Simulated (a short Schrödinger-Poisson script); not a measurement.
From a short Schrödinger-Poisson script (our own, NumPy): 1D Poisson equation in equilibrium, electrons quantum, Hartree plus LDA exchange-correlation (BenDaniel-Duke, 40 states a valley, the channel's in-plane mass for all, wave functions free to enter the barrier), parabolic valleys, classical holes, full ionisation, no traps, pinning or gate leakage.

Stack: gated Al0.25Ga0.75As/GaAs δ-doped gas, at 77 K.

From the gate side: 8 nm Al0.25Ga0.75As; 2 nm Al0.25Ga0.75As; 6000 nm GaAs, acceptors 3e15 cm⁻³.

The device is made up for the run: typed textbook-type constants, with dimensions and the other settings drawn at random. Al0.25Ga0.75As: permittivity 12.19, conduction-band edge (eV) 0.198, gap (eV) 1.736, electron mass (mₑ) 0.0878, Nv at 300 K (cm⁻³) 9e18. GaAs: permittivity 12.9, conduction-band edge (eV) 0, gap (eV) 1.424, Nv at 300 K (cm⁻³) 9e18.

Channel valleys (confinement mass, in-plane density-of-states mass, number): Γ 0.067, 0.067, 1. At the gate the conduction-band edge of layer 1 lies 0.95 eV − eVg above the Fermi level of the channel; the field vanishes at the back. Sheet of ionised δ-doping: +4.8e12 e/cm² at 8 nm from the gate. The barrier under the gate holds no holes. Gaps are held at their typed values at every temperature. Mesh 0.08 nm at interfaces.

Task: Give the gate voltage at 1e11 electrons/cm² (V); the capacitance at Vg = 0.5 V (μF/cm²); the sheet density of all electrons at Vg = 0.5 V (cm⁻²).

Result: gate voltage at 1e11 electrons/cm² (V): 0.28; capacitance at Vg = 0.5 V (μF/cm²): 0.794; sheet density of all electrons at Vg = 0.5 V (cm⁻²): 1.16e12.
